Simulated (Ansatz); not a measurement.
The starting structures come from a database of crystals and need not be the phases stable at ambient conditions.

Inside the gap of an insulator the Bloch states are evanescent, with a wavenumber k + iκ along the transport direction.

Data:

```
CELL_PARAMETERS angstrom
      6.37424     0.00000     0.00000
     -3.18712     6.77875     0.00000
      3.18712     0.00000     6.77875
ATOMIC_POSITIONS crystal
  K  0.50000 0.00000 0.00000
  Sb 0.70432 0.72097 0.31680
  Sb 0.97888 0.68320 0.72097
  Sb 0.30015 0.27903 0.68320
  Sb 0.01665 0.31680 0.27903
  F  0.66379 0.12794 0.33667
  F  0.99954 0.66333 0.12794
  F  0.87252 0.87206 0.66333
  F  0.46415 0.33667 0.87206
  F  0.24348 0.93166 0.77324
  F  0.98329 0.22676 0.93166
  F  0.08506 0.06834 0.22676
  F  0.68818 0.77324 0.06834
  F  0.75000 0.50000 0.50000
  F  0.23845 0.71861 0.44214
  F  0.31941 0.55786 0.71861
  F  0.96198 0.28139 0.55786
  F  0.48016 0.44214 0.28139
```

Space group of this cell: I-4. The cell was relaxed by PBE-D3(BJ); by PBEsol its mean pressure is -1.9 GPa.

Transport runs along the normal of the first two printed cell vectors, the (110) plane of the conventional cell.

No gap correction and no spin-orbit coupling; mid-gap values are interpolated between computed energies.

Task: Give the band gap and the smallest decay constant κ at mid-gap that PBEsol (Ansatz, an electronic-structure program) yields.

Result: Gap 4.61 eV on a 6×6×6 mesh; κ = 0.540 1/Å, at (0.000, 0.167) of the in-plane reciprocal vectors. At the zone centre, at the nearest computed energy, the slowest state has κ = 0.54 1/Å.
